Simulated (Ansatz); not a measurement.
## MgS: pressure 0.7 GPa

Base system: MgS in the rock salt structure (space group Fm-3m, No. 225; a = 5.230 Å).

One thing is altered: cell and atoms relaxed at a pressure of 0.7 GPa.

Computed with plane-wave PAW DFT at the PBE level (Ansatz, a program for electronic structure, 420 eV), no spin-orbit coupling. k-mesh 11×11×11 (Γ-centred); smearing 0.05 eV (Fermi–Dirac).

| quantity | base | changed | shift |
|---|---|---|---|
| volume per atom | 17.88 Å³ | 17.71 Å³ | -0.17 Å³ |
| density | 2.62 g/cm³ | 2.64 g/cm³ | +0.02 g/cm³ |
| lattice parameter a | 5.230 Å | 5.214 Å | -0.016 Å |
| enthalpy H = E + PV relative to the base's energy | – | +0.08 eV/atom | – |
| band gap | 2.76 eV | 2.78 eV | +0.02 eV |
| gap character | indirect, Γ → X | indirect, Γ → X | – |
| smallest direct gap | 3.60 eV | 3.68 eV | +0.072 eV |
| width of the top valence band | 2.31 eV | 2.34 eV | +0.03 eV |
| electron mass | 0.52 mₑ along k, 0.29 mₑ across (at X) | 0.53 mₑ along k, 0.29 mₑ across (at X) | – |
| hole mass (degenerate bands, along [100]) | 0.25, 0.97, 0.97 mₑ (at Γ) | 0.25, 0.96, 0.96 mₑ (at Γ) | – |
| valley order (the lowest conduction-band minima on the path, energy above the VBM, named in the base's zone) | X along ⟨100⟩ 2.76 eV; Γ 3.60 eV | X along ⟨100⟩ 2.78 eV; Γ 3.68 eV | – |

Final structure:

```xyz
2
Lattice="0.0000 2.6068 2.6068 2.6068 0.0000 2.6068 2.6068 2.6068 0.0000" Properties=species:S:1:pos:R:3 pbc="T T T"
Mg     2.6068     2.6068     2.6068
S      0.0000     0.0000     0.0000
```

Cost of the whole job for the changed cell (relaxation, final SCF and bands): about 12 core-seconds (a rough figure).

Load acts through the strain it causes; cell and atoms are relaxed under it. Effective masses come from finite differences of ±0.01 Å⁻¹. Along k means along the line from Γ to the band edge. Whether these cells are dynamically stable was not tested. The base started in P3_121 and relaxed to Fm-3m at this level.
